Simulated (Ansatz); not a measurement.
Input and output of a relaxation of cell and atoms for Lu₃GaC (Pm-3m, 5 atoms in the cell) (Ansatz, a first-principles code).

Computed with LDA (PW92), default PAW files made with PBE (plane waves; Ansatz).

The change in words: atoms on their sites; basis.ecutwfc: 420 eV → 210 eV; relax: default → cell and atoms. Reference geometry:
```xyz
5
Lattice="4.6998 0.0000 0.0000 0.0000 4.6998 0.0000 0.0000 0.0000 4.6998" Properties=species:S:1:pos:R:3 pbc="T T T"
Lu     2.3999     0.0000     0.0000
Lu     0.0000     2.3499     0.0000
Lu     0.0000     0.0000     2.3499
Ga     2.3499     2.3499     2.3499
C      0.0000     0.0000     0.0000
```

Reference input (self-consistent single point, DFT, LDA (PW92), plane waves, default PAW files made with PBE): basis.ecutwfc = 420 eV; kpoints.mp_grid.grid = 5 5 5; hamiltonian.xc = lda; hamiltonian.pseudopotentials = {kind: paw} (the program's default PAW files); scf.occupations.method = fermi_dirac; scf.occupations.width = 0.1 eV. This run's input differs from it in these lines:

Ansatz 0.2 input:
```diff
@@ -7,3 +7,3 @@
   atoms:
-    - { symbol: Lu, position: [0.510639, 0.000000, 0.000000] }
+    - { symbol: Lu, position: [0.500000, 0.000000, 0.000000] }
     - { symbol: Lu, position: [0.000000, 0.500000, 0.000000] }
@@ -13,3 +13,3 @@
 basis:
-  ecutwfc: 420.0 eV
+  ecutwfc: 210.0 eV
 kpoints:
@@ -21,2 +21,4 @@
   occupations: { method: fermi_dirac, width: 0.1 eV }
+relax:
+  cell: {}
 output:
```

Log, with long lists cut:

```
   [... SCF lines of the steps left out ...]
relax step   1: F+E_penalty+E_count = -47407.67493369 eV  Δ(F+E_penalty+E_count) = +0.000e0 eV  max|allowed force component| = 2.432e-28 eV/Å  Δτ_max = 0.0000 Å  P = -4.338 GPa  Ω = 103.810 Å³  (10 SCF iters, dr2 threshold 1.00e-7 eV, accepted)
relax step   2: F+E_penalty+E_count = -47416.96621913 eV  Δ(F+E_penalty+E_count) = -9.291e0 eV  max|allowed force component| = 1.486e-28 eV/Å  Δτ_max = 0.0000 Å  P = +63.753 GPa  Ω = 95.125 Å³  energy of the carried Pulay correction = +1.085e1 eV  [...]
   [... lines left out ...]
relax step 119: F+E_penalty+E_count = -47407.73821995 eV  Δ(F+E_penalty+E_count) = +3.166e-2 eV  max|allowed force component| = 4.186e-29 eV/Å  Δτ_max = 0.0000 Å  P = -0.000 GPa  Ω = 98.718 Å³  energy of the carried Pulay correction = -3.168e-2 eV  [...]
relax step 120: F+E_penalty+E_count = -47407.73821996 eV  Δ(F+E_penalty+E_count) = -7.698e-9 eV  max|allowed force component| = 2.146e-29 eV/Å  Δτ_max = 0.0000 Å  P = +0.328 GPa  Ω = 98.718 Å³  stress off target by 3.28e-1 GPa  SCF on the basis [...]
basis re-selected at this cell: Δ(F+E_penalty+E_count) = -7.698e-9 eV, ΔP = +0.328 GPa vs the last step
   [... lines left out ...]
Free energy (F): -47407.738220 eV
Fermi energy:    13.800765 eV
Error: variable-cell relaxation did not converge after 120 `relax_step` rows, as none of its last 53 fresh-basis SCF(s) at a relaxed cell met both thresholds with a finite energy. The last misses `relax.cell.stress_tol`: largest allowed force component 2.15e-29 eV/Å (`relax.f_tol` 1.00e-2 eV/Å), stress off the target on the free part of the cell 3.28e-1 GPa (`relax.cell.stress_tol` 5.00e-2 GPa), F+E_penalty+E_count -47407.73821996 eV. The closest is row 114, whose structure comes with this error. Larger ratio of force or stress to its threshold at each such SCF whose figures are numbers: 62.657, 70.310, 78.227, 28.823, 42.319, 69.428, 68.746, 6.301, 10.887, 18.552, 14.526, 24.924, [...]
   [... lines left out ...]
to start a new deck from the relaxed geometry:
  cell:  # Å, volume = 98.6678 Å³
    - [4.620885512633875, -2.0013421387721486e-31, 6.773355182018128e-34]
    - [-1.990428535753954e-31, 4.620885512633875, -1.2053111568623452e-32]
    - [4.205448589501812e-34, -1.2053111568623452e-32, 4.620885512633875]
  atoms:
    - { symbol: Lu, position: [0.49999999999999994, 8.621269848873386e-45, -6.148000296742472e-46] }
    - { symbol: Lu, position: [-2.7369110631344083e-45, 0.49999999999999994, -3.25008188747211e-46] }
    - { symbol: Lu, position: [-2.122340891225229e-45, -6.794210657289723e-45, 0.49999999999999994] }
    - { symbol: Ga, position: [0.49999999999999994, 0.49999999999999994, 0.49999999999999994] }
    - { symbol: C, position: [-3.4250451534406075e-45, -4.509872164752377e-45, -2.2958385685414513e-45] }
```

The relaxation ended unconverged. 

The starting cell comes from a database of computed structures (which also holds hypothetical and non-ambient phases and stackings), without a prior relaxation at this level. Its lattice was rescaled by up to half a per cent. The cutoff lies below the one recommended for these files.

Cost on one core of a shared machine: roughly 4 min.
